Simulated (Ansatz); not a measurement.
We consider PbF₂ (Pnma, No. 62), described by r²SCAN-D4 (Ansatz, a program for electronic structure, plane waves, PAW).

Numerical settings: plane-wave cutoff 500 eV, 6×10×6 k mesh (along the axes of the cell as run), gaussian smearing 0.02 eV, scalar-relativistic PAW data made under PBE.

Cell (relaxed at this level):

```
CELL_PARAMETERS angstrom
      6.39724     0.00000     0.00000
      0.00000     3.87661     0.00000
      0.00000     0.00000     7.65067
ATOMIC_POSITIONS crystal
  Pb 0.25497 0.25000 0.10567
  Pb 0.24503 0.75000 0.60567
  Pb 0.75497 0.25000 0.39433
  Pb 0.74503 0.75000 0.89433
  F  0.85959 0.25000 0.06303
  F  0.64041 0.75000 0.56303
  F  0.35959 0.25000 0.43697
  F  0.14041 0.75000 0.93697
  F  0.47082 0.25000 0.84580
  F  0.02918 0.75000 0.34580
  F  0.97082 0.25000 0.65420
  F  0.52918 0.75000 0.15420
```

Task: Estimate the band gap that the calculation returns.

Result: 
- band gap = 4.75 eV (on the SCF k mesh)

Spin–orbit coupling is not included; with these elements it can move the gap by several tenths of an eV or more.
